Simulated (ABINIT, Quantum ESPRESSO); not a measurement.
A Quantum ESPRESSO input for a self-consistent single point of SrMg3 (I4/mmm, 4 atoms in the cell) (DFT, LDA (PZ), plane waves, GBRV 1.5 ultrasoft (LDA) pseudopotentials):

```fortran
&CONTROL
    calculation = 'scf'
    outdir = './out'
    pseudo_dir = './'
    verbosity = 'high'
    tprnfor = .true.
    tstress = .true.
/
&SYSTEM
    ibrav = 0
    nat = 4
    ntyp = 2
    ecutwfc = 40
    ecutrho = 200
    occupations = 'smearing'
    smearing = 'gaussian'
    degauss = 0.0147
/
&ELECTRONS
    conv_thr = 1.0d-10
/
ATOMIC_SPECIES
Sr    87.6200  sr_lda_v1.uspp.F.UPF
Mg    24.3050  mg_lda_v1.4.uspp.F.UPF
CELL_PARAMETERS {angstrom}
  -2.816474000     2.816474000     3.681956000
   2.816474000    -2.816474000     3.681956000
   2.816474000     2.816474000    -3.681956000
ATOMIC_POSITIONS {crystal}
Sr    0.000000000    0.000000000    0.000000000
Mg    0.500000000    0.500000000    0.000000000
Mg    0.250000000    0.750000000    0.500000000
Mg    0.750000000    0.250000000    0.500000000
K_POINTS {automatic}
7 7 7  0 0 0
```

Task: Translate this input to ABINIT.

Result: This is the input that was run; spellings and numerical settings could be chosen otherwise.

```
# SrMg3, PseudoDojo nc-sr-04 LDA standard
pp_dirpath "./"
pseudos "Sr.upf, Mg.upf"
acell 3*1.0
rprim
        -5.3223644971    5.3223644971    6.9578884429
         5.3223644971   -5.3223644971    6.9578884429
         5.3223644971    5.3223644971   -6.9578884429
natom 4
ntypat 2
znucl 38 12
typat 1 2 2 2
xcart
         0.0000000000    0.0000000000    0.0000000000
        -0.0000000000    0.0000000000    3.6819560000
         2.8164740000   -0.0000000000    1.8409780000
        -0.0000000000    2.8164740000    1.8409780000
      Angstrom
ecut 1143 eV
occopt 7
tsmear 0.00734986
nband 27
kptopt 1
ngkpt 7 7 7
nshiftk 1
shiftk 0 0 0
nstep 100
tolvrs 1.0e-11
prtwf 0
prtden 0
prtvol 1
enunit 1
```

Basis settings and potentials, where a program has them, do not carry over. This input uses DFT, LDA (PW92), plane waves, norm-conserving pseudopotentials (PseudoDojo nc-sr-04 LDA standard). LDA parametrisations can differ slightly between programs. Both were run: pressure -2.43 GPa in Quantum ESPRESSO and -2.40 in ABINIT.

On ABINIT: the starting cell comes from a database of computed structures (which also holds hypothetical and non-ambient phases and stackings), without a prior relaxation at this level. Its lattice was rescaled by a random factor within 2.5 % of one.

On Quantum ESPRESSO: the starting cell comes from a database of computed structures (which also holds hypothetical and non-ambient phases and stackings), without a prior relaxation at this level. Its lattice was rescaled by a random factor within 2.5 % of one.
